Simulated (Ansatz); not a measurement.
# TiO2, response to strain

Consider TiO2 in the anatase structure (space group I4_1/amd, No. 141).

```
CELL_PARAMETERS angstrom
     -1.88489     1.88489     4.77588
      1.88489    -1.88489     4.77588
      1.88489     1.88489    -4.77588
ATOMIC_POSITIONS crystal
  Ti 0.50000 0.50000 0.00000
  Ti 0.25000 0.75000 0.50000
  O  0.29247 0.29247 0.00000
  O  0.04247 0.54247 0.50000
  O  0.45753 0.95753 0.50000
  O  0.70753 0.70753 0.00000
```

Cartesian axes are those of the cell as printed.

Strains are applied to the cell and any free atomic positions relax; under biaxial strain the out-of-plane vector relaxes too.

Method: PBEsol (Ansatz, a program for electronic structure), no spin-orbit coupling.

Notes on the quantities. energy relative to the base: free energy F.

```csv
change,volume per atom,band gap,energy relative to the base
base,11.31 Å³,2.11 eV,0 meV/atom
"biaxial strain +2.46 %, plane normal [001], relaxed out of plane",11.48 Å³,1.90 eV,+12 meV/atom
isotropic strain −4.64 %,9.81 Å³,2.21 eV,+163 meV/atom
uniaxial strain ε_xx = −0.46 %,11.26 Å³,2.12 eV,+0.3 meV/atom
```

Gaps are Kohn–Sham eigenvalue differences; semilocal functionals usually give less than the measured gap. Whether these cells are dynamically stable was not tested. The final runs are not spin-polarised.
